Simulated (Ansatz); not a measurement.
Levels about the gap of amorphous Hf$_{18}$O$_{37}$Mg (56 atoms in a cell of 721 Å³, 8.82 g/cm³; zone centre alone, so wide bands show as single levels with stretches between that a denser mesh fills), at the geometry that PBE relaxed, where it gives -0.3 GPa on a denser mesh. The participation number counts the atoms over which a state spreads; weights are charges in smoothed Voronoi cells. The levels come from a single point, so bond lengths are those of that geometry. Method of the levels: PBE, scalar-relativistic without spin-orbit coupling (Ansatz, a program for electronic structure). Sampling: the zone centre alone; Fermi-Dirac width 0.02 eV; no spin polarisation. At PBE the levels at the filled edge of the gap are localised (band-tail or defect states), and the nearest spread-out levels lie 3.9 eV apart at the zone centre.

The cell was made by melting and quenching with the CHGNet potential and then relaxed with DFT. O atoms were pushed apart under 1.9 Å during the dynamics, to hinder bonds among them. The hot cell started wider than the set density and was brought back towards it in steps. It is the lowest in DFT energy of 2 quenches. It is a model cell: composition and starting density were chosen by hand, and all elements were melted together. No dispersion term was used. Its density started from a set value of 8.82 and ended at 8.82 g/cm³. The simulated quench (nominally 380 K/ps over its main leg) is rapid and tends to freeze in more defects than a deposited or slowly cooled glass has. One small periodic cell is one sample of the glass; other quenches scatter about these values. The volume was held where the preparation left it, at a PBE pressure of -0.3 GPa (tension). Stress components on the final sampling reach 1.4 GPa.

| E - E(highest filled), eV | filling | participation number | largest on | weight O | weight Hf | weight Mg |
|---|---|---|---|---|---|---|
| -0.64 | filled | 19.3 | O, 3 neighbours | 0.95 | 0.05 | 0.00 |
| -0.57 | filled | 21.4 | O, 2 neighbours | 0.94 | 0.06 | 0.00 |
| -0.55 | filled | 16.1 | O, 3 neighbours | 0.95 | 0.05 | 0.00 |
| -0.50 | filled | 20.0 | O, 3 neighbours | 0.95 | 0.05 | 0.00 |
| -0.37 | filled | 15.6 | O, 2 neighbours | 0.94 | 0.06 | 0.00 |
| -0.29 | filled | 5.1 | O, 3 neighbours | 0.94 | 0.06 | 0.00 |
| 0.00 | filled | 6.6 | O, 3 neighbours | 0.94 | 0.05 | 0.00 |
| 3.57 | empty | 26.1 | Hf, 6 neighbours | 0.49 | 0.51 | 0.00 |
| 3.83 | empty | 28.5 | Hf, 7 neighbours | 0.44 | 0.55 | 0.00 |
| 3.93 | empty | 31.0 | Hf, 6 neighbours | 0.41 | 0.59 | 0.00 |
| 4.05 | empty | 23.6 | Hf, 6 neighbours | 0.39 | 0.61 | 0.00 |
| 4.14 | empty | 24.0 | Hf, 7 neighbours | 0.37 | 0.63 | 0.00 |
| 4.22 | empty | 23.7 | Hf, 5 neighbours | 0.39 | 0.61 | 0.00 |
| 4.27 | empty | 25.6 | Hf, 7 neighbours | 0.40 | 0.59 | 0.01 |

Most localised among these is the filled level at -0.29 eV, on a O atom, which has 3 neighbours (Hf 1.99 Å, Hf 2.01 Å, Mg 2.09 Å).
